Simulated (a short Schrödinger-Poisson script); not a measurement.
From a short Schrödinger-Poisson script (our own, NumPy): 1D Poisson equation in equilibrium, electrons quantum, Hartree (BenDaniel-Duke, 12 states a valley, the channel's in-plane mass for all, wave functions free to enter the dielectric), parabolic valleys, classical holes, full ionisation, no traps, pinning or gate leakage.

Stack: MOS inversion layer, SiO2 on p-type Si(111), at 300 K.

From the gate side: 1.5 nm SiO2; 460 nm Si, acceptors 8.7e17 cm⁻³.

Constants are typed, rounded textbook-type inputs, not results; the design itself was drawn at random and stands for no fabricated device. SiO2: permittivity 3.9, conduction-band edge (eV) 3.15, gap (eV) 9, electron mass (mₑ) 0.5. Si: permittivity 11.7, conduction-band edge (eV) 0, gap (eV) 1.124, Nv at 300 K (cm⁻³) 3.1e19.

Channel valleys (confinement mass, in-plane density-of-states mass, number): Δ6 0.258, 0.358, 6. At the gate the conduction-band edge of layer 1 lies 3.71 eV − eVg above the Fermi level of the channel; the field vanishes at the back. Gaps are held at their typed values at every temperature. Mesh 0.03 nm at interfaces.

### Question
Give the centroid of the channel electrons at Vg = 1.5 V (nm); the sheet density of all electrons at Vg = 1.5 V (cm⁻²); the lowest subband against the Fermi level at Vg = 1.5 V (meV).

### Answer
centroid of the channel electrons at Vg = 1.5 V (nm): 1.57; sheet density of all electrons at Vg = 1.5 V (cm⁻²): 6.52e12; lowest subband against the Fermi level at Vg = 1.5 V (meV): 29.2.
